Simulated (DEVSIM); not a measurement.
Structure: abrupt Si n-p junction, at 400 K.

Layer 1 from the left is Si, thickness (μm) 0.870, Nd (cm⁻³) 7.8e15, τn (s) 1.5e-5, τp (s) 1.5e-5. Layer 2 from the left is Si, thickness (μm) 12.0, Na (cm⁻³) 2e17, τn (s) 1.5e-5, τp (s) 1.5e-5.

Left contact: ohmic. Right contact: ohmic. Voltage is applied to the left contact. Recombination: SRH at mid-gap, Auger. Mobility is μmin + (μ − μmin)/(1 + (N/Nref)^α).

The device is made up for the run: typed textbook-type constants, with dimensions and the other settings drawn at random. Values at 300 K; Nc and Nv go as T^1.5, mobilities as T to minus their exponent, the gap by Varshni's rule with the affinity fixed.

Si: gap (eV) 1.124, affinity (eV) 4.05, permittivity 11.7, Nc (cm⁻³) 2.86e19, Nv (cm⁻³) 3.1e19, μn (cm²/Vs) 1417, μp (cm²/Vs) 470, μn,min 52, μp,min 45, Nref,n 9.7e16, Nref,p 2.2e17, αn 0.68, αp 0.72, T exponent of μn 2.3, T exponent of μp 2.2, Cn (cm⁶/s) 2.8e-31, Cp (cm⁶/s) 9.9e-32, Varshni α (eV/K) 0.000473, Varshni β (K) 636.

Model (solved in DEVSIM): 1D drift-diffusion, Boltzmann statistics, complete ionisation; no tunnelling, impact ionisation, image-force lowering or self-heating.

Dark forward current:

```tsv
|V| (V)	|J| (A/cm²)
0.05	0.0002937
0.10	0.001508
0.15	0.006542
0.20	0.02741
0.25	0.1137
0.30	0.4677
0.35	1.894
0.40	7.301
0.45	24.75
0.50	66.62
0.55	139.5
0.60	240.6
0.65	365.0
0.70	509.2
0.75	671.6
0.80	852.1
0.85	1051
0.90	1271
0.95	1512
1.00	1775
1.05	2063
```

Question: Work out the local ideality factor n = ΔV / (kT/q · ln(J2/J1)) between the rows 0.15 and 0.20 V, 1.00 and 1.05 V.

Answer: kT/q = 34.47 mV. From 0.15 to 0.20 V: ln(0.02741/0.006542) = 1.433, n = 1.01, near the 1 of diffusion or emission over a barrier. From 1.00 to 1.05 V: ln(2063/1775) = 0.150, n = 9.65.

Question: Estimate the current at 0.25 V from the Shockley equation with J0 = Σ q ni² D/(N L) coth(W/L), τ joining the SRH, radiative and Auger lifetimes that are on, and W taken as the whole layer.

Answer: ni² = 3.22e25 cm⁻⁶; holes in the n layer: μ = 231 cm²/Vs, D = 7.96 cm²/s, τ = 1.50e-5 s, L = 109 μm, W/L = 0.0080, term 6.06e-5 A/cm²; electrons in the p layer: μ = 294 cm²/Vs, D = 10.1 cm²/s, τ = 1.42e-5 s, L = 120 μm, W/L = 0.10, term 2.19e-7 A/cm². J0 = 6.08e-5 A/cm², and J = J0 exp(qV/kT) = 0.0858 A/cm². The simulation gives 0.114 A/cm²; the estimate lies 24 % below. The estimate leaves out recombination in the depletion region and that region's share of W.
